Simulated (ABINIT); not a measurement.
Worked example: self-consistent single point of AuAl₂ (Fm-3m, 3 atoms in the cell) in ABINIT

Method: PBE, PAW (JTH v2.0 PBE PAW) (plane waves; ABINIT 10.0.3).

Input:

```
# AuAl2, JTH v2.0 PBE PAW
pp_dirpath "./"
pseudos "Al.GGA_PBE-JTH.xml, Au.GGA_PBE-JTH.xml"
acell 7.8410455071 7.8410455071 7.8410455071
rprim
        -0.0000000000    0.7071067812    0.7071067812
         0.7071067812   -0.0000000000    0.7071067812
         0.7071067812    0.7071067812   -0.0000000000
natom 3
ntypat 2
znucl 13 79
typat 1 1 2
xcart
         1.4670000000    1.4670000000    1.4670000000
         4.4010000000    4.4010000000    4.4010000000
         0.0000000000    0.0000000000    0.0000000000
      Angstrom
ecut 26 Ha
pawecutdg 52 Ha
pawxcdev 0
occopt 7
tsmear 0.00183747
nband 14
kptopt 1
ngkpt 13 13 13
nshiftk 1
shiftk 0 0 0
nstep 100
tolvrs 1.0e-12
prtwf 0
prtden 0
```

The program printed (abridged):

```
 Symmetries : space group Fm -3 m (#225); Bravais cF (face-center cubic)

 -outvars: echo values of preprocessed input variables --------
            acell      7.8410455071E+00  7.8410455071E+00  7.8410455071E+00 Bohr
             ecut      2.60000000E+01 Hartree
              ixc     -101130
         kptrlatt       13    0    0      0   13    0      0    0   13
          kptrlen      1.01933592E+02
            natom           3
            nband          14
            ngfft          36      36      36
          ngfftdg          54      54      54
             nkpt          84
            nstep         100
             nsym          48
           ntypat           2
           occopt           7
        pawecutdg      5.20000000E+01 Hartree
         pawxcdev           0
            rprim     -0.0000000000E+00  7.0710678120E-01  7.0710678120E-01
                       7.0710678120E-01 -0.0000000000E+00  7.0710678120E-01
                       7.0710678120E-01  7.0710678120E-01 -0.0000000000E+00
          spgroup         225
           tolvrs      1.00000000E-12
           tsmear      1.83747000E-03 Hartree
            typat      1  1  2
           useylm           1
             xred      2.5000000000E-01  2.5000000000E-01  2.5000000000E-01
                       7.5000000000E-01  7.5000000000E-01  7.5000000000E-01
                       0.0000000000E+00  0.0000000000E+00  0.0000000000E+00
            znucl       13.00000   79.00000

== DATASET  1 ==================================================================

 Real(R)+Recip(G) space primitive vectors, cartesian coordinates (Bohr,Bohr^-1):
 R(1)=  0.0000000  5.5444564  5.5444564  G(1)= -0.0901802  0.0901802  0.0901802
 R(2)=  5.5444564  0.0000000  5.5444564  G(2)=  0.0901802 -0.0901802  0.0901802
 R(3)=  5.5444564  5.5444564  0.0000000  G(3)=  0.0901802  0.0901802 -0.0901802
 Unit cell volume ucvol=  3.4088424E+02 bohr^3
 Angles (23,13,12)=  6.00000000E+01  6.00000000E+01  6.00000000E+01 degrees

 Coarse grid specifications (used for wave-functions):

 getcut: wavevector=  0.0000  0.0000  0.0000  ngfft=  36  36  36
         ecut(hartree)=     26.000   => boxcut(ratio)=   2.00022

 Fine grid specifications (used for densities):

 getcut: wavevector=  0.0000  0.0000  0.0000  ngfft=  54  54  54
         ecut(hartree)=     52.000   => boxcut(ratio)=   2.12228

   4.74247219E+02                                ecore*ucvol(ha*bohr**3)

_setup2: Arith. and geom. avg. npw (full set) are    2158.702    2158.684

--- !BeginCycle
solver: {iscf: 17, nstep: 100, nline: 4, wfoptalg: 10, }
tolerances: {tolvrs: 1.00E-12, }
...

     iter   Etot(hartree)      deltaE(h)  residm     nres2
 ETOT  1  -38.324517705899    -3.832E+01 1.446E-01 4.764E+01
 ETOT  2  -38.540960344415    -2.164E-01 9.534E-03 4.115E+01
 ETOT  3  -38.396155329275     1.448E-01 6.226E-03 4.577E+00
 ETOT  4  -38.408480945410    -1.233E-02 3.739E-03 3.586E+00
 ETOT  5  -38.406748728665     1.732E-03 2.448E-03 2.145E+00
 ETOT  6  -38.408068212961    -1.319E-03 2.655E-03 1.461E+00
   [... 32 lines left out ...]
 ETOT 39  -38.407991248853     5.741E-12 4.213E-06 7.100E-09
 ETOT 40  -38.407991248850     3.617E-12 2.098E-06 2.871E-09
 ETOT 41  -38.407991248847     3.006E-12 2.944E-06 3.725E-11
 ETOT 42  -38.407991248848    -1.528E-12 1.553E-06 6.699E-12
 ETOT 43  -38.407991248848    -2.274E-13 2.019E-06 9.962E-13

 At SCF step   43       nres2   =  9.96E-13 < tolvrs=  1.00E-12 =>converged.

 Cartesian components of stress tensor (hartree/bohr^3)
  sigma(1 1)= -4.29658724E-04  sigma(3 2)=  0.00000000E+00
  sigma(2 2)= -4.29658724E-04  sigma(3 1)=  0.00000000E+00
  sigma(3 3)= -4.29658724E-04  sigma(2 1)=  0.00000000E+00

 ----iterations are completed or convergence reached----

 reduced coordinates (array xred) for    3 atoms
       0.250000000000      0.250000000000      0.250000000000
       0.750000000000      0.750000000000      0.750000000000
       0.000000000000      0.000000000000      0.000000000000
 cartesian forces (eV/Angstrom) at end:
    1     -0.00000000000000    -0.00000000000000    -0.00000000000000
    2     -0.00000000000000    -0.00000000000000    -0.00000000000000
    3     -0.00000000000000    -0.00000000000000    -0.00000000000000
 frms,max,avg= 0.0000000E+00 0.0000000E+00   0.000E+00  0.000E+00  0.000E+00 e/A
 length scales=  7.841045507100  7.841045507100  7.841045507100 bohr
              =  4.149302573874  4.149302573874  4.149302573874 angstroms
 Fermi (or HOMO) energy (hartree) =   0.31381   Average Vxc (hartree)=  -0.37873
 Eigenvalues (hartree) for nkpt=  84  k points:
 kpt#   1, nband= 14, wtk=  0.00046, kpt=  0.0000  0.0000  0.0000 (reduced coord)
  -0.09258    0.05715    0.05715    0.05715    0.09492    0.09492    0.41618    0.42326
   0.42326    0.42326    0.46835    0.46835    0.46835    0.53420
      occupation numbers for kpt#   1
   2.00000    2.00000    2.00000    2.00000    2.00000    2.00000    0.00000    0.00000
   0.00000    0.00000    0.00000    0.00000    0.00000    0.00000
 prteigrs : prtvol=0 or 1, do not print more k-points.

--- !EnergyTerms
comment             : Components of total free energy in Hartree
kinetic             :  1.01809770912254E+01
hartree             :  8.31845040008457E+00
xc                  : -5.25706392360734E+00
Ewald energy        : -3.43932076653186E+01
psp_core            :  1.39122658421494E+00
local_psp           : -2.29850079044493E+01
spherical_terms     :  4.33666545095545E+00
internal            : -3.84079599668949E+01
'-kT*entropy'       : -3.19590137474287E-05
total_energy        : -3.84079919259087E+01
total_energy_eV     : -1.04513461158768E+03
...

-Cartesian components of stress tensor (GPa)         [Pressure=  1.2641E+01 GPa]
- sigma(1 1)= -1.26409940E+01  sigma(3 2)=  0.00000000E+00
- sigma(2 2)= -1.26409940E+01  sigma(3 1)=  0.00000000E+00
- sigma(3 3)= -1.26409940E+01  sigma(2 1)=  0.00000000E+00

 Calculation completed.
```

The run converged in 43 iterations.

The starting cell has typed, rounded lattice constants, without a prior relaxation at this level. Its lattice was rescaled by a random factor within 2.5 % of one. With a pressure of about 13 GPa the cell is away from its equilibrium volume at this level.

Cost on one core of a shared machine: roughly 6 min.
